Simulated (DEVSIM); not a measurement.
Structure: Ru/Si3N4/SiO2/p-Si capacitor, at 400 K.

```tsv
layer (left to right)	material	thickness (nm)	Na (cm⁻³)
1	Si3N4	29.0	-
2	SiO2	0.550	-
3	Si	1800	1e17
```

Metal gate on the left, work function 4.7 eV. Fixed charge at the semiconductor interface -2.7e11 cm⁻² (in units of +e); no interface traps.

Constants are typed, rounded textbook-type inputs, not results; the design itself was drawn at random and stands for no fabricated device. Values at 300 K; Nc and Nv go as T^1.5, mobilities as T to minus their exponent, the gap by Varshni's rule with the affinity fixed.

```tsv
parameter	Si3N4	SiO2	Si
gap (eV)	5.1	9	1.124
affinity (eV)	2.1	0.9	4.05
permittivity	7.5	3.9	11.7
Nc (cm⁻³)	-	-	2.86e19
Nv (cm⁻³)	-	-	3.1e19
Varshni α (eV/K)	-	-	0.000473
Varshni β (K)	-	-	636
```

DEVSIM, 1D Poisson equation in equilibrium, Boltzmann statistics, complete ionisation; no quantum confinement or tunnelling. Metal contacts follow the ideal Schottky-Mott rule: no Fermi-level pinning, no interface dipoles.

Base results: capacitance of the dielectric stack (μF/cm²) 0.221; minimum of the low-frequency capacitance (μF/cm²) 0.0843; flat-band voltage (V) -0.04.

### Question
What follows from this one change: Si3N4 thickness 0.029 → 0.035 μm?

### Answer
capacitance of the dielectric stack 0.221 → 0.184 μF/cm²; minimum of the low-frequency capacitance 0.0843 → 0.0772 μF/cm²; flat-band voltage -0.04 → 0.00 V.

### Question
What follows from this one change: temperature 400 → 350 K?

### Answer
capacitance of the dielectric stack little changed (0.221 μF/cm²); minimum of the low-frequency capacitance 0.0843 → 0.0775 μF/cm²; flat-band voltage -0.04 → -0.08 V.

### Question
What follows from this one change: gate work function 4.7 → 4.4 eV?

### Answer
capacitance of the dielectric stack little changed (0.221 μF/cm²); minimum of the low-frequency capacitance 0.0843 → 0.0820 μF/cm²; flat-band voltage -0.04 → -0.34 V.

### Question
What follows from this one change: substrate doping 1e+17 → 5e+15 cm^-3?

### Answer
capacitance of the dielectric stack little changed (0.221 μF/cm²); minimum of the low-frequency capacitance 0.0843 → 0.0343 μF/cm²; flat-band voltage -0.04 → 0.07 V.
